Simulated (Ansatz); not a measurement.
Here is the system:

End structure of a constructed model of the (111) surface of fcc Au, a pseudomorphic layer of Ge in the other hollow (bottom of the slab: a bare face, its two planes held):

```xyz
7
Lattice="2.9396 0.0000 0.0000 -1.4698 2.5458 0.0000 0.0000 0.0000 30.5000" Properties=species:S:1:pos:R:3 pbc="T T T"
Au     0.0000     1.6972     8.2125
Au     1.4698     0.8486    10.6127
Au     0.0000     0.0000    13.0005
Au     0.0000     1.6972    15.4009
Au     1.4698     0.8486    17.8137
Au     0.0000     0.0000    20.2648
Ge     1.4698     0.8486    22.5369
```

Model: 7-atom slab, 14.1 Å thick at the start, 15x15x1 mesh, Fermi-Dirac 0.1 eV, dipole correction, 2 atoms held, the rest relaxed; held to the start's symmetry, so lower structures may exist; no spin, no spin-orbit, no U. In PBE it is, or lies within 0.01 eV a 1x1 cell of, the lowest of the 2 structures of its composition computed so far; larger cells were not tried.

Q: Predict the work function of the top face from PBE in Ansatz (a program for electronic structure).

A: 4.15 eV
